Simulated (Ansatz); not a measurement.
Base system: GaP in the zinc blende structure (space group F-43m, No. 216).

```
CELL_PARAMETERS angstrom
      0.00000     2.69570     2.69570
      2.69570     0.00000     2.69570
      2.69570     2.69570     0.00000
ATOMIC_POSITIONS crystal
  Ga 0.00000 0.00000 0.00000
  P  0.25000 0.25000 0.25000
```

Method: Ansatz (an electronic-structure program), LDA, PAW, cutoff 420 eV, spin-orbit coupling left out.

For the base:

| Item | Value |
|---|---|
| Valley order | a point along ⟨100⟩, about 1.0 Å⁻¹ from Γ 1.38 eV; L along ⟨111⟩ 1.60 eV; Γ 1.88 eV |
| Width of the top valence band | 3.63 eV |

Modification: a hydrostatic pressure of 30 GPa.

### Question
What happens to the valley order and width of the top valence band?

### Answer
The valley order (the lowest conduction-band minima on the path, energy above the VBM, named in the base's zone) becomes a point along ⟨100⟩, about 1.0 Å⁻¹ from Γ 0.90 eV; L along ⟨111⟩ 2.25 eV (base: a point along ⟨100⟩, about 1.0 Å⁻¹ from Γ 1.38 eV; L along ⟨111⟩ 1.60 eV; Γ 1.88 eV); the width of the top valence band goes up by 1.22 eV, from 3.63 eV to 4.85 eV.

Load acts through the strain it causes; cell and atoms are relaxed under it. No phonon test of stability was made. Measured, GaP leaves this structure (for a Cmcm phase) near 26 GPa (temperature not stated; as listed in Datta, Sujoy, Jana, Debnarayan, arXiv (2020)).
